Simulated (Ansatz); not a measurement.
TiO2: stress against strain

TiO2 (rutile, P4_2/mnm, 10.057 Å³/atom at rest, c along z) under a strain ε along c (axis z), the other axes held. LDA in Ansatz, a plane-wave DFT program (PAW, default set), 420 eV, 7×7×11 Γ-centred mesh, Fermi-Dirac smearing 0.05 eV; ions are relaxed within the symmetry of each cell. Stress is positive for a compressed cell.

Here s stands for strain and y for stress zz.

| strain (%) | stress zz (GPa) |
|---|---|
| -1.20 | 6.57 |
| -0.60 | 3.22 |
| 0.00 | 0.00 |
| 0.60 | -3.11 |
| 1.20 | -6.11 |
| 3.00 | ? |

Q: Fit y against s with a straight line, and predict the withheld value at s = 3.00.

A: Means: s 0, y 0.114. About the means, the sum of products is -19.014 and the sum of squares of s is 3.6000; the slope is their ratio. Least squares gives y = 0.114 - 5.2817·s. Residuals (row less fit): 0.118, -0.063, -0.114, -0.055, 0.114; standard error 0.125 (degrees of freedom: 3). The slope gives the elastic constant C33 = 528 ± 7 GPa. At the withheld row, y = 0.114 - 5.2817 × 3.0 = -15.731 GPa. The calculation gives -14.46 GPa, 1.271 GPa above the prediction (6.0 % of the range of y in the table). The row lies outside the fitted rows, so this is an extrapolation. From the scatter of the fitted rows alone, a prediction at this place has a standard error of 0.241 GPa, so the miss is 5.3 times that.

One order more, fitted to all 11 runs of the series, follows each within 0.01, so the miss is the next term of a smooth law. The primitive cell can neither tilt nor turn polar against its symmetry, as such crystals can under strain. Rows are the converged runs of the series near zero and its far end; series whose fitted rows scatter by over a few per cent of the range, as at a crossing or softening among them, aren't shown in this form. Most that stay on the fit to the last digits aren't either.
